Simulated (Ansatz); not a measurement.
**CaO, pressure series**

Start from CaO in the rock salt structure (space group Fm-3m, No. 225; a = 4.831 Å).

Cell and atoms are relaxed at each pressure.

The values are results of PBE/PAW in Ansatz (an electronic-structure program), without spin-orbit coupling, not measurements.

Candidates:
(a) pressure 30 GPa
(b) pressure −1 GPa
(c) pressure 4.5 GPa

For the base:

The smallest direct gap is 4.03 eV.

### Question
Order them by smallest direct gap, lowest first.

### Answer
(a) pressure 30 GPa (3.83 eV), (c) pressure 4.5 GPa (4.02 eV), (b) pressure −1 GPa (4.04 eV)

Load acts through the strain it causes; cell and atoms are relaxed under it. Whether these cells are dynamically stable was not tested. Competing high-pressure phases were not computed.
